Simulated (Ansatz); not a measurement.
System: MgCdS2 (model structure, started from the ScAlN2 type, P3m1, No. 156, 4 atoms in the cell). Method: LDA (PAW; Ansatz, a first-principles code).

From the output:

```
Crystal: 4 atoms, lattice volume = 94.508 Å³
Basis set: ecut = 520 eV, 2551 PW (Γ), exchange–correlation on 64×64×100 points (8 copies of the dense FFT grid, shifted against one another)
Bands: 26, of which v1, the nominal top of the filled ones, is band 21 counted from 1 (20 counted from 0)
Symmetry: 6 space group operations
Space group: P3m1 (ITA 156), of the structure as read, at distance tolerance 4.6e-5 Å
k-points: 100 of 864 (time reversal used)
Functional: x = slater, c = lda
SCF iter   1: F=—  HF=-11762.657423 eV  |F-HF|=—  |Δ(HF+E_count)|=         —  Δρ=7.43e-3  dr2=4.97e-2
SCF iter   2: F=—  HF=-11762.642057 eV  |F-HF|=—  |Δ(HF+E_count)|=   1.54e-2  Δρ=3.12e-3  dr2=9.60e-3
  ...
SCF iter   8: F=—  HF=-11762.639016 eV  |F-HF|=—  |Δ(HF+E_count)|=   8.31e-9  Δρ=9.91e-7  dr2=1.28e-9
SCF iter   9: F=-11762.639016 eV  HF=-11762.639016 eV  |F-HF|=2.55e-11  |Δ(HF+E_count)|=  4.44e-10  Δρ=2.85e-7  dr2=1.23e-10
SCF 1 converged in 9 iterations: F = -11762.639016 eV  dr2 = 1.23e-10
SCF converged after 9 iterations
Free energy (F): -11762.639016 eV
Internal energy: -11762.639016 eV  (E = F + TS)
E sigma→0 (E₀):  -11762.639016 eV
Fermi energy:    5.991077 eV
--- Forces (eV/Å), atoms counted from 1 ---
  atom   1  Cd     0.00000000    -0.00000000    -0.00420682
  atom   2  S     -0.00000000    -0.00000000    -0.05216557
  atom   3  Mg    -0.00000000     0.00000000     0.01000490
  atom   4  S     -0.00000000     0.00000000     0.04636968
--- Stress (GPa, compression-positive) ---
       -1.996142       0.000000      -0.000000
        0.000000      -1.996142      -0.000000
       -0.000000      -0.000000      -1.961051
  P = ⅓ Tr σ = -1.9844 GPa (-19.844 kbar)
```

**Question.** Write an input file that could have produced this run (the log leaves some choices open).

**Answer.** Several could match; the one computed here: 
Ansatz 0.2 input:
```yaml
crystal:
  lattice:
    - [4.0745489174, 0.0000003045, 0.0]
    - [-2.0372747224, 3.5286627192, 0.0]
    - [0.0, 0.0, 6.5731998714]
  atoms:
    - { symbol: Cd, position: [0.3333333333, 0.6666666667, 0.0063970278] }
    - { symbol: S, position: [0.3333333333, 0.6666666667, 0.3902948064] }
    - { symbol: Mg, position: [0.6666666667, 0.3333333333, 0.5000567498] }
    - { symbol: S, position: [0.6666666667, 0.3333333333, 0.873251416] }
basis:
  ecutwfc: 520
  ecutrho_ratio: 4
  xc_grid: 2
kpoints:
  mp_grid: { grid: [12, 12, 6] }
  band_path:
    path:
      - [0.0, 0.0, 0.0]
      - [0.0625, 0.0, 0.0]
      - [0.125, 0.0, 0.0]
      - [0.1875, 0.0, 0.0]
      - [0.25, 0.0, 0.0]
      - [0.3125, 0.0, 0.0]
      - [0.375, 0.0, 0.0]
      - [0.4375, 0.0, 0.0]
      - [0.5, 0.0, 0.0]
      - [0.458333, 0.083333, 0.0]
      - [0.416667, 0.166667, 0.0]
      - [0.375, 0.25, 0.0]
      - [0.333333, 0.333333, 0.0]
      - [0.3, 0.3, 0.0]
      - [0.266667, 0.266667, 0.0]
      - [0.233333, 0.233333, 0.0]
      - [0.2, 0.2, 0.0]
      - [0.166667, 0.166667, 0.0]
      - [0.133333, 0.133333, 0.0]
      - [0.1, 0.1, 0.0]
      - [0.066667, 0.066667, 0.0]
      - [0.033333, 0.033333, 0.0]
      - [0.0, 0.0, 0.125]
      - [0.0, 0.0, 0.25]
      - [0.0, 0.0, 0.375]
      - [0.0, 0.0, 0.5]
      - [0.0625, 0.0, 0.5]
      - [0.125, 0.0, 0.5]
      - [0.1875, 0.0, 0.5]
      - [0.25, 0.0, 0.5]
      - [0.3125, 0.0, 0.5]
      - [0.375, 0.0, 0.5]
      - [0.4375, 0.0, 0.5]
      - [0.5, 0.0, 0.5]
      - [0.458333, 0.083333, 0.5]
      - [0.416667, 0.166667, 0.5]
      - [0.375, 0.25, 0.5]
      - [0.333333, 0.333333, 0.5]
      - [0.3, 0.3, 0.5]
      - [0.266667, 0.266667, 0.5]
      - [0.233333, 0.233333, 0.5]
      - [0.2, 0.2, 0.5]
      - [0.166667, 0.166667, 0.5]
      - [0.133333, 0.133333, 0.5]
      - [0.1, 0.1, 0.5]
      - [0.066667, 0.066667, 0.5]
      - [0.033333, 0.033333, 0.5]
      - [0.5, 0.0, 0.375]
      - [0.5, 0.0, 0.25]
      - [0.5, 0.0, 0.125]
      - [0.333333, 0.333333, 0.375]
      - [0.333333, 0.333333, 0.25]
      - [0.333333, 0.333333, 0.125]
    npoints: 1
hamiltonian:
  xc: lda
  dispersion: none
  pseudopotentials: { kind: paw }
scf:
  occupations: { method: fermi_dirac, width: 0.01 }
  convergence: { dr2_threshold: 0.0000000004 }
output:
  forces: true
  stress: true
  eigenvalues: true
  write_bands: true
```

The PAW data were made under PBE.

Note: the relaxation could raise the start's symmetry but not lower it, so the cell can be a saddle point. Note: cell and atoms aren't relaxed at this level (largest force component 0.05 eV/Å, pressure -2.0 GPa).

The result took very roughly 20 core-seconds.

A model structure was made by putting elements into a prototype or built by hand; it is no filed structure, need not be a known phase, and can be a saddle point held by its symmetry.
